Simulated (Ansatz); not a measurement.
The cell is made up: elements placed on another compound's structure type, so the phase may be hypothetical.

Inside the gap of an insulator the Bloch states are evanescent, with a wavenumber k + iκ along the transport direction.

Data:

```
AsB
1.0
    3.42307     0.00000     0.00000
    0.00000     7.40468     0.00000
   -1.71153     0.00000     2.96447
B As
3 3
Direct
  0.50000   0.33333   0.00000
  0.00000   0.00000   0.50000
  0.50000   0.66667   0.50000
  0.50000   0.83333   0.00000
  0.00000   0.50000   0.50000
  0.50000   0.16667   0.50000
```

Space group of this cell: P6_422. The cell was relaxed by PBE-D3(BJ); by r2SCAN its mean pressure is 3.2 GPa.

Transport runs along the normal of the first two printed cell vectors.

The gap is the functional's own. No spin-orbit coupling. Mid-gap values are interpolated on the energy grid.

Compute, with r2SCAN in Ansatz (a program for electronic structure), the band gap and the smallest decay constant κ at mid-gap.

Gap 0.61 eV on a 10×4×10 mesh; κ = 0.133 1/Å, at (0.500, 0.000) of the in-plane reciprocal vectors. At the zone centre, at the nearest computed energy, the slowest state has κ = 0.15 1/Å.
